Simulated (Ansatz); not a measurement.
monolayer PtS$_{2}$: band-edge transport data

Given:

```xyz
3
Lattice="3.5395 0.0000 0.0000 -1.7698 3.0653 0.0000 0.0000 0.0000 18.7926" Properties=species:S:1:pos:R:3 pbc="T T T"
Pt     0.0000     0.0000     9.3963
S      0.0000     2.0435    10.6448
S      1.7698     1.0218     8.1479
```

Calculation: PBE, rigid bands (plane waves, PAW, scalar-relativistic; Ansatz, a program for electronic structure). Condition of this run: biaxial strain -1 %. Geometry: cell and atoms relaxed with PBE, then loaded as said.

- band gap = 1.80 eV
- electron conductivity mass (300 K, dilute) = 0.42 mₑ
- effective density of states N_c (300 K) = 3.1e13 cm⁻²
- Seebeck coefficient, n-type 1.9e12 cm⁻², 300 K = -416 μV/K

Rigid bands; masses and Seebeck coefficients take one relaxation time τ for all states and one kind of carrier; polarons and phonon drag are left out. Spin-orbit coupling is left out; with 5d elements it also splits d-like band edges.

Model free-standing layer, not matched to a measured one here: monolayer PtS2.
